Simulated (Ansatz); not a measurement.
The reference is TiO₂ in the anatase structure (space group I4_1/amd, No. 141).

```
TiO2
1.0
   -1.88900     1.88900     4.79434
    1.88900    -1.88900     4.79434
    1.88900     1.88900    -4.79434
Ti O
2 4
Direct
  0.50000   0.50000   0.00000
  0.25000   0.75000   0.50000
  0.29278   0.29278   0.00000
  0.04278   0.54278   0.50000
  0.45722   0.95722   0.50000
  0.70722   0.70722   0.00000
```

Level of theory: r2SCAN, PAW, 500 eV (Ansatz, a program for electronic structure; no SOC), earlier PAW set.

For the base:

```
Property               Value
-------------------  -------
Band gap             2.53 eV
Lattice parameter a  3.778 Å
```

Modification: cell and atoms relaxed at a pressure of 5 GPa.

Question: Estimate the effect on the band gap and lattice parameter a.

Answer: The band gap falls by 0.02 eV, from 2.53 eV to 2.51 eV; the lattice parameter a decreases by 0.015 Å, from 3.778 Å to 3.763 Å.

Load acts through the strain it causes; cell and atoms are relaxed under it. No phonon test of stability was made. Competing high-pressure phases were not computed. The final runs are not spin-polarised.
